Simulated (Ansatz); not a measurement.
**Al: response to strain**

Start from Al in the fcc (Cu type) structure (space group Fm-3m, No. 225; a = 3.992 Å). Axes: x, y, z lie along the cube axes.

Strains are applied to the cell and any free atomic positions relax.

All numbers come from plane-wave PAW DFT at the r2SCAN level (Ansatz, a quantum-chemistry and plane-wave program, 500 eV), no SOC.

Candidates:
(a) isotropic strain −0.62 %
(b) tensor shear ε_xz = +2.81 %
(c) uniaxial strain ε_yy = +0.64 %

Notes on the quantities. energy relative to the base: free energy F.

**Question.** Order them by energy relative to the base, lowest first.

**Answer.** (c) uniaxial strain ε_yy = +0.64 % (+0.2 meV/atom), (a) isotropic strain −0.62 % (+1.6 meV/atom), (b) tensor shear ε_xz = +2.81 % (+7.9 meV/atom)

Without a gap, meshes like the base's 20×20×20 leave anisotropic stresses uncertain by several tenths of a GPa, and small strain energies with them. No phonon test of stability was made.
